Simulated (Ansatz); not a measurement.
Consider Ba in the bcc (W type) structure (space group Im-3m, No. 229; a = 4.882 Å; relaxed with 0.1 eV smearing).

The values are results of PBEsol/PAW in Ansatz (a quantum-chemistry and plane-wave program), spin-orbit coupling left out, not measurements.

Before the change:

The pressure is 0.0 GPa.

Perturbation: an isotropic linear strain of −1.50 %; the atoms relax in the strained cell.

### Question
How does this affect the pressure and energy relative to the base?

### Answer
The pressure goes from zero to 0.4 GPa; the energy increases by 3.6 meV/atom.

No phonon test of stability was made.
